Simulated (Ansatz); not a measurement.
An Ansatz (an electronic-structure program) input (PBEsol-D3(BJ) in Ansatz (plane waves to 420 eV, PAW, no spin-orbit coupling)):

Ansatz 0.2 input:
```yaml
crystal:
  lattice:
    - [3.2304921827, 0, 0]
    - [-1.6152460914, 2.797688297, 0]
    - [0, 0, 12.4855414611]
  atoms:
    - { symbol: W, position: [0.6666666667, 0.3333333333, 0.75] }
    - { symbol: W, position: [0.3333333333, 0.6666666667, 0.25] }
    - { symbol: Se, position: [0.6666666667, 0.3333333333, 0.3854472202] }
    - { symbol: Se, position: [0.3333333333, 0.6666666667, 0.8854472202] }
    - { symbol: Se, position: [0.3333333333, 0.6666666667, 0.6145527798] }
    - { symbol: Se, position: [0.6666666667, 0.3333333333, 0.1145527798] }
basis: { ecutwfc: 420, ecutrho_ratio: 4, xc_grid: 2, fft_grid_basis: typed }
kpoints: { mp_grid: { grid: [12, 12, 3] } }
hamiltonian:
  xc: pbesol
  dispersion: d3bj
  pseudopotentials: { kind: paw }
scf: { occupations: { method: fermi_dirac, width: 0.05 }, convergence: { dr2_threshold: 0.0000000006 } }
relax: { f_tol: 0.005, max_steps: 50 }
output: { forces: true, stress: true }
checkpoint: { write: state.ck, write_every: 1000 }
```

Which symmetry and how many k-points will the program report, and about how many plane waves at Γ?

Space group P63/mmc (ITA 194) with 24 operations, k-points 38 of 432, and 2273 plane waves at Γ.

And the final pressure?

-0.27 GPa (compression positive).

The cells carry an imposed strain or load. No phonon test of stability was made. The cell was made from WSe$_{2}$ (space group P6_3/mmc, No. 194; layered, stacked along the Cartesian z axis) by this change: uniaxial strain ε_zz = +0.60 %.
